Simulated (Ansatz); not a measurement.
Take Co in the hcp (Mg type) structure (space group P6_3/mmc, No. 194; ferromagnetic; relaxed with 0.1 eV smearing) as the base.

```xyz
2
Lattice="2.4935 0.0000 0.0000 -1.2468 2.1595 0.0000 0.0000 0.0000 4.0368" Properties=species:S:1:pos:R:3 pbc="T T T"
Co     0.0000     1.4397     3.0276
Co     1.2468     0.7198     1.0092
```

Cartesian axes are those of the cell as printed.

Calculations: PBE/PAW in Ansatz (a first-principles code), scalar-relativistic without spin-orbit coupling.

Before the change:

| Property | Value |
|---|---|
| Band gap | zero |

Perturbation: biaxial strain +1.66 %, plane normal [001], relaxed out of plane (Cartesian); in-plane vectors clamped, the third vector and the atoms free.

Problem. What does the calculation give for the band gap after the change?

Solution. The band gap remains zero.

Problem. How does this affect the out-of-plane strain?

Solution. The out-of-plane strain is -0.94 %.

Problem. Estimate the effect on the in-plane stress.

Solution. The mean in-plane stress (compression positive) is -6.9 GPa.

The magnetic state is the one reached from the starting moments; the real material's order can differ, and small cells can't hold many antiferromagnetic ones. No phonon test of stability was made.
